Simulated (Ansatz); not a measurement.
Start from ZrSe2 in the CdI2 type structure (space group P-3m1, No. 164; layered, stacked along the Cartesian z axis; relaxed with 0.1 eV smearing).

```xyz
3
Lattice="3.6598 0.0000 0.0000 -1.8299 3.1695 0.0000 0.0000 0.0000 5.8412" Properties=species:S:1:pos:R:3 pbc="T T T"
Zr     0.0000     0.0000     0.0000
Se     0.0000     2.1130     1.6084
Se     1.8299     1.0565     4.2329
```

Cartesian axes are those of the cell as printed.

Calculations: Ansatz (a program for electronic structure) PBEsol-D3(BJ), scalar-relativistic without spin-orbit coupling.

Base values:

| Quantity | Result |
|---|---|
| Band gap | zero |
| Shortest interatomic distance | 5.018 bohr |

Now apply this change: uniaxial strain ε_xx = +1.00 %, all other strain components held at zero; the atoms relax in the strained cell.

Task: How does this affect the stress, energy relative to the base, band gap and shortest interatomic distance?

Result: The stress (xx, yy, zz, yz, xz, xy; compression positive) amounts to (-1.1, -0.2, -0.1, 0.1, 0.0, 0.0) GPa; the energy increases by 0.8 meV/atom; the band gap stays zero; the shortest interatomic distance stays essentially unchanged (5.018 bohr against 5.017 bohr).

Whether these cells are dynamically stable was not tested. The final runs are not spin-polarised. The zero or small gap of ZrSe2 can change with the level of theory.
